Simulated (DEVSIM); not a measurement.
Device: Schottky contact on p-type GaSb, at 300 K.

Layer 1 from the left is GaSb, thickness (μm) 7.90, Na (cm⁻³) 3.4e16, τn (s) 2.1e-8, τp (s) 2.1e-8. Layer 2 from the left is GaSb, thickness (μm) 2.70, Na (cm⁻³) 8.1e17, τn (s) 2.1e-8, τp (s) 2.1e-8.

Left contact: Schottky, work function 4.456 eV, emission velocity 2.4e6 cm/s. Right contact: ohmic. Voltage is applied to the left contact. Recombination: SRH at mid-gap, radiative. Mobility is constant in doping.

The device is made up for the run: typed textbook-type constants, with dimensions and the other settings drawn at random. Values at 300 K.

GaSb: gap (eV) 0.726, affinity (eV) 4.06, permittivity 15.7, Nc (cm⁻³) 2.1e17, Nv (cm⁻³) 1.8e19, μn (cm²/Vs) 5000, μp (cm²/Vs) 850, B (cm³/s) 1e-10.

Simulated with DEVSIM: 1D drift-diffusion, Boltzmann statistics, complete ionisation; no tunnelling, impact ionisation, image-force lowering or self-heating. Metal contacts follow the ideal Schottky-Mott rule: no Fermi-level pinning, no interface dipoles.

### Question
What does the simulation give for the dark forward voltage at 100 A/cm², the potential step across the device at zero bias?

### Answer
dark forward voltage at 100 A/cm² 0.070 V; potential step across the device at zero bias 0.250 V.
